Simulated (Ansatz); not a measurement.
**H on the 1x1 (111) surface of fcc Pt, one in a 2x2 cell, started at the site 'top Pt'**

Level of theory: r2SCAN, at the PBE geometry (plane waves to 500 eV, PAW; Ansatz, an electronic-structure program).

Model: 17-atom slab, 6.9 Å thick at the start under the adsorbate (thin: gaps and levels are the slab's own), 6x6x1 mesh, Fermi-Dirac 0.1 eV, dipole correction, single point; on the structure that PBE left under its start's symmetry; no spin, no spin-orbit, no U, no dispersion correction. At the end it is bonded to Pt. In PBE it is, or lies within 0.03 eV of, the lowest of the starts that converged; the order may differ at this level.

```yaml
adsorption energy against ½ H2(g) at the same level: -0.53 eV
work_function_of_the_top_face: 5.56 eV
change_of_the_work_function: -0.19 eV
change_of_the_step_from_the_bottom_to_the_top_vacuum_level_against_the_clean_slab: -0.17 eV
height of the binding atom over the mean of the host atoms within 0.3 Å of the top one: 3.110 bohr
nearest_host_atoms_of_the_binding_atom: Pt at 1.55 Å, Pt at 3.27 Å, Pt at 3.27 Å
cost: roughly 4 core-minutes
```

A negative adsorption energy means that the adsorbate is more stable on the surface than in its reference.
